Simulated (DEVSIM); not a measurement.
System: illuminated Si p-on-n cell, one wavelength, at 300 K.

| layer (left to right) | material | thickness (μm) | Nd (cm⁻³) | Na (cm⁻³) | τn (s) | τp (s) | absorption coefficient (cm⁻¹) |
|---|---|---|---|---|---|---|---|
| 1 | Si | 0.460 | - | 1.6e18 | 2.2e-7 | 5.8e-7 | 470 |
| 2 | Si | 24.0 | 1.1e17 | - | 1.7e-6 | 1.7e-6 | 470 |

Left contact: ohmic, minority electron recombination velocity 20000 cm/s. Right contact: ohmic, minority hole recombination velocity 1000 cm/s. Voltage is applied to the left contact. Recombination: SRH at mid-gap, radiative, Auger. Light enters at the left, 8.2e17 photons cm⁻² s⁻¹, one pass, no reflection. Mobility is μmin + (μ − μmin)/(1 + (N/Nref)^α).

The device is made up for the run: typed textbook-type constants, with dimensions and the other settings drawn at random. Values at 300 K.

```tsv
parameter	Si
gap (eV)	1.124
affinity (eV)	4.05
permittivity	11.7
Nc (cm⁻³)	2.86e19
Nv (cm⁻³)	3.1e19
μn (cm²/Vs)	1417
μp (cm²/Vs)	470
μn,min	52
μp,min	45
Nref,n	9.7e16
Nref,p	2.2e17
αn	0.68
αp	0.72
B (cm³/s)	4.7e-15
Cn (cm⁶/s)	2.8e-31
Cp (cm⁶/s)	9.9e-32
```

DEVSIM, 1D drift-diffusion, Boltzmann statistics, complete ionisation; no tunnelling, impact ionisation, image-force lowering or self-heating.

Base results: largest power (mW/cm²) 41.7; open-circuit voltage (V) 0.665; short-circuit current (mA/cm²) 74.8; share of generated pairs collected at short circuit 0.834.

Q: What follows from this one change: thickness of layer 2 24 → 8.4 μm?

A: largest power 41.7 → 23.1 mW/cm²; open-circuit voltage 0.665 → 0.654 V; short-circuit current 74.8 → 42.2 mA/cm²; share of generated pairs collected at short circuit 0.834 → 0.942.

Q: What follows from this one change: thickness of layer 1 0.46 → 0.092 μm?

A: largest power 41.7 → 41.2 mW/cm²; open-circuit voltage little changed (0.663 V); short-circuit current 74.8 → 74.0 mA/cm²; share of generated pairs collected at short circuit little changed (0.832).

Q: What follows from this one change: photon flux 8.2e+17 → 8.2e+16 cm^-2 s^-1?

A: largest power 41.7 → 3.74 mW/cm²; open-circuit voltage 0.665 → 0.605 V; short-circuit current 74.8 → 7.48 mA/cm²; share of generated pairs collected at short circuit little changed (0.834).

Q: What follows from this one change: constant mobility in place of the doping-dependent one?

A: largest power 41.7 → 43.9 mW/cm²; open-circuit voltage little changed (0.664 V); short-circuit current 74.8 → 78.9 mA/cm²; share of generated pairs collected at short circuit 0.834 → 0.879.
